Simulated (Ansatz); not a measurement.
# Response to strain in ZnO

Take ZnO in the wurtzite structure (space group P6_3mc, No. 186; a = 3.279 Å, c = 5.294 Å) as the base.

Strains are applied to the cell and any free atomic positions relax.

Method: PBE/PAW in Ansatz (a program for electronic structure), spin-orbit coupling left out.

Notes on the quantities. energy relative to the base: free energy F.

```json
[
 {"isotropic strain (%)": "0", "energy relative to the base (meV/atom)": "0.0"},
 {"isotropic strain (%)": "0.6", "energy relative to the base (meV/atom)": "?"},
 {"isotropic strain (%)": "1.2", "energy relative to the base (meV/atom)": "6.2"},
 {"isotropic strain (%)": "1.8", "energy relative to the base (meV/atom)": "13.6"},
 {"isotropic strain (%)": "3", "energy relative to the base (meV/atom)": "36.3"}
]
```

Q: Fit ΔE = Aε² + Bε³ (ε in %) to the rows shown and predict the withheld row.

A: Least squares on the printed values gives A = 4.46 and B = -0.14 meV/atom (largest residual 0.0 meV/atom); this predicts 1.6 meV/atom, and the run gives 1.6 meV/atom, in agreement.

Stability against distortions was not tested.
